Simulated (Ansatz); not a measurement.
The starting structures come from a database of crystals and need not be the phases stable at ambient conditions.

Inside the gap of an insulator the Bloch states are evanescent, with a wavenumber k + iκ along the transport direction.

Here is the system:

```xyz
4
Lattice="3.4167 0.0000 0.0000 -1.7083 2.9589 0.0000 0.0000 0.0000 4.1780" Properties=species:S:1:pos:R:3 pbc="T T T"
Mg     1.7083     0.9863     3.1335
Mg     0.0000     1.9726     1.0445
O      1.7083     0.9863     1.0445
O      0.0000     1.9726     3.1335
```

Space group of this cell: P6_3/mmc. The cell is strained (lengths across the current scaled by 0.98, ions clamped); by r2SCAN its mean pressure is 6.1 GPa.

Transport runs along the normal of the first two printed cell vectors, the (001) (indices of the unstrained crystal) plane of the conventional cell.

No gap correction and no spin-orbit coupling; mid-gap values are interpolated between computed energies.

Question: Predict the band gap and the smallest decay constant κ at mid-gap from Ansatz (an electronic-structure program) with r2SCAN.

Answer: Gap 4.30 eV on a 12×12×8 mesh; κ = 0.338 1/Å, at the zone centre.
